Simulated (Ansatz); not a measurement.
Functionals compared on the (100) surface of rock-salt TiC, V on all Ti sites of the top plane (bottom of the slab: a bare face, its two planes held), in Ansatz (plane waves, PAW). The structure was relaxed with PBE; the other rows are single points on it. Cutoff 420 eV.

Set-up: 12 atoms, 10.8 Å thick at the start with caps and adatoms (thin: gaps and levels are the slab's own); mesh 12x12x1; 0.1 eV smearing; dipole correction on; 4 atoms held, the rest relaxed; held to the start's symmetry, so lower structures may exist; spin-polarised, no spin-orbit, no U. The starting moment vanished. In PBE it is, or lies within 0.01 eV a 1x1 cell of, the lowest of the 2 structures of its composition computed so far; subsurface sites and larger cells were not tried. These notes are the PBE run's.

| functional | work function of the top face (eV) | magnetic moment of the cell (μB) | rough cost of the single point |
|---|---|---|---|
| PBE | 4.34 | 0.00 | – |
| RPBE | 4.18 | 0.00 | about 50 core-seconds (a rough figure) |

Ansatz is a quantum-chemistry and plane-wave program.
